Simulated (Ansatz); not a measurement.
## hcp Mg (0 0 1) on alpha quartz (1 0 0) (film strained to the substrate, started from cuts of the bulks and a machine-learned relaxation; slabs Si14O32 and Mg24, which can lie off the formulas)

A periodic stack without vacuum, hcp Mg (0 0 1) on alpha quartz (1 0 0) (film strained to the substrate, started from cuts of the bulks and a machine-learned relaxation; slabs Si14O32 and Mg24, which can lie off the formulas): substrate slab Si14O32, film Mg24, surface cells [[0, -1], [2, -1]] and [[1, -1], [4, 2]], film strained by -0.6 and +4.6 %, outermost planes O/O and Mg/Mg as cut, which need not be the usual terminations and can put a slab off its formula.

The start was prepared with a machine-learned potential, and the result is one local minimum, with the in-plane cell held and forces under 0.04 eV/Å; the film can end far from its bulk form.

Computed with PBE (plane waves to 420 eV, PAW; Ansatz, a first-principles code). Spin–orbit coupling is left out; the runs are not spin-polarised; PBE gaps are too small against experiment. Its k-point mesh 6×3×1, Fermi–Dirac width 0.05 eV.

| Property | Result |
|---|---|
| interface area | 55.3 Å² |
| period | 21.17 Å |
| heights between the nearest atoms of the two slabs at the two interfaces | 0.74 and 0.50 Å |
| Mg–O contacts across the interfaces within 1.22 times the sum of covalent radii | 17, mean 2.06 Å |
| Mg–Si contacts across the interfaces within 1.22 times the sum of covalent radii | 3, mean 2.95 Å |

```yaml
crystal:
  lattice:
    - [5.50651, -0.00203, 0.18287]
    - [5.50327, 10.03803, 0.39564]
    - [1.63833, 4.22820, 21.32570]
  atoms:
    - { symbol: Si, position: [0.10082, 0.57080, 0.07405] }
    - { symbol: Si, position: [0.63437, 0.02309, 0.08070] }
    - { symbol: O, position: [0.41352, 0.48686, 0.10627] }
    - { symbol: O, position: [0.84390, 0.90543, 0.13764] }
    - { symbol: O, position: [0.05046, 0.48001, 0.03495] }
    - { symbol: O, position: [0.53262, 0.95787, 0.03666] }
    - { symbol: O, position: [0.09827, 0.69899, 0.01872] }
    - { symbol: O, position: [0.78590, 0.10466, 0.03533] }
    - { symbol: O, position: [0.87269, 0.62439, 0.12831] }
    - { symbol: O, position: [0.35206, 0.12866, 0.11274] }
    - { symbol: Si, position: [0.36578, 0.22096, 0.27185] }
    - { symbol: Si, position: [0.88344, 0.70501, 0.29870] }
    - { symbol: Si, position: [0.57691, 0.40123, 0.17347] }
    - { symbol: Si, position: [0.06919, 0.87501, 0.18971] }
    - { symbol: Si, position: [0.15525, 0.13638, 0.17460] }
    - { symbol: Si, position: [0.67157, 0.63396, 0.18898] }
    - { symbol: O, position: [0.65158, 0.12847, 0.31256] }
    - { symbol: O, position: [0.13087, 0.58134, 0.34540] }
    - { symbol: O, position: [0.62590, 0.49945, 0.20785] }
    - { symbol: O, position: [0.07156, 0.01486, 0.19178] }
    - { symbol: O, position: [0.31658, 0.12509, 0.23572] }
    - { symbol: O, position: [0.80408, 0.64110, 0.25000] }
    - { symbol: O, position: [0.39244, 0.34211, 0.21976] }
    - { symbol: O, position: [0.98860, 0.81238, 0.25926] }
    - { symbol: O, position: [0.87421, 0.28133, 0.15697] }
    - { symbol: O, position: [0.37444, 0.76842, 0.16911] }
    - { symbol: O, position: [0.09474, 0.29149, 0.31410] }
    - { symbol: O, position: [0.61665, 0.78428, 0.34049] }
    - { symbol: Si, position: [0.56735, 0.91561, 0.49173] }
    - { symbol: Si, position: [0.21647, 0.31981, 0.49400] }
    - { symbol: Si, position: [0.81046, 0.06142, 0.38075] }
    - { symbol: Si, position: [0.35124, 0.53430, 0.40189] }
    - { symbol: Si, position: [0.40005, 0.79800, 0.39869] }
    - { symbol: Si, position: [0.94232, 0.29600, 0.38209] }
    - { symbol: O, position: [0.83400, 0.83957, 0.53995] }
    - { symbol: O, position: [0.49004, 0.20228, 0.53644] }
    - { symbol: O, position: [0.86189, 0.17285, 0.40381] }
    - { symbol: O, position: [0.34924, 0.66505, 0.41940] }
    - { symbol: O, position: [0.51733, 0.80883, 0.46168] }
    - { symbol: O, position: [0.15681, 0.27906, 0.43280] }
    - { symbol: O, position: [0.61614, 0.01744, 0.43121] }
    - { symbol: O, position: [0.26932, 0.45387, 0.46640] }
    - { symbol: O, position: [0.10890, 0.93190, 0.37383] }
    - { symbol: O, position: [0.65893, 0.43994, 0.37732] }
    - { symbol: O, position: [0.29670, 0.99017, 0.53508] }
    - { symbol: O, position: [0.95402, 0.34983, 0.54251] }
    - { symbol: Mg, position: [0.39693, 0.06386, 0.60232] }
    - { symbol: Mg, position: [0.71473, 0.25826, 0.57814] }
    - { symbol: Mg, position: [0.03142, 0.40245, 0.61970] }
    - { symbol: Mg, position: [0.40957, 0.56960, 0.60018] }
    - { symbol: Mg, position: [0.76897, 0.71257, 0.61807] }
    - { symbol: Mg, position: [0.07790, 0.89411, 0.57756] }
    - { symbol: Mg, position: [0.87655, 0.01928, 0.70171] }
    - { symbol: Mg, position: [0.20215, 0.16605, 0.73957] }
    - { symbol: Mg, position: [0.53915, 0.33541, 0.70903] }
    - { symbol: Mg, position: [0.86449, 0.49490, 0.74273] }
    - { symbol: Mg, position: [0.20659, 0.69471, 0.71174] }
    - { symbol: Mg, position: [0.54485, 0.84180, 0.73778] }
    - { symbol: Mg, position: [0.34529, 0.95216, 0.86462] }
    - { symbol: Mg, position: [0.70320, 0.11892, 0.83496] }
    - { symbol: Mg, position: [0.05122, 0.27625, 0.87243] }
    - { symbol: Mg, position: [0.37275, 0.45241, 0.82833] }
    - { symbol: Mg, position: [0.68420, 0.61007, 0.86104] }
    - { symbol: Mg, position: [0.02105, 0.80047, 0.83243] }
    - { symbol: Mg, position: [0.77697, 0.87173, 0.96780] }
    - { symbol: Mg, position: [0.16078, 0.05244, 0.99518] }
    - { symbol: Mg, position: [0.56297, 0.24134, 0.95592] }
    - { symbol: Mg, position: [0.86593, 0.40383, 0.99452] }
    - { symbol: Mg, position: [0.17602, 0.55794, 0.94710] }
    - { symbol: Mg, position: [0.41293, 0.72679, 0.97295] }
```
